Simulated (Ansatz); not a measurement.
**GaAs in the zinc blende structure (space group F-43m, No. 216)**

```yaml
crystal:
  lattice:
    - [0.00000, 2.87304, 2.87304]
    - [2.87304, 0.00000, 2.87304]
    - [2.87304, 2.87304, 0.00000]
  atoms:
    - { symbol: As, position: [0.75000, 0.75000, 0.75000] }
    - { symbol: Ga, position: [0.00000, 0.00000, 0.00000] }
```

The values are results of PBE/PAW in Ansatz (a quantum-chemistry and plane-wave program), no SOC, earlier PAW set, not measurements. Γ-centred 10×10×10 mesh, Fermi–Dirac width 0.05 eV.

```json
{
  "volume_per_atom": "23.71 Å³",
  "density": "5.06 g/cm³",
  "band_gap": "0.16 eV, direct at Γ",
  "Lowest conduction-band minima above the VBM": "Γ 0.16 eV; L along ⟨111⟩ 0.87 eV; a point along ⟨100⟩, about 0.9 Å⁻¹ from Γ 1.49 eV",
  "total_energy": "-4319.936 eV/atom (σ→0; compares only within this code and set-up)"
}
```

Whether these cells are dynamically stable was not tested. The zero or small gap of GaAs can change with the level of theory.
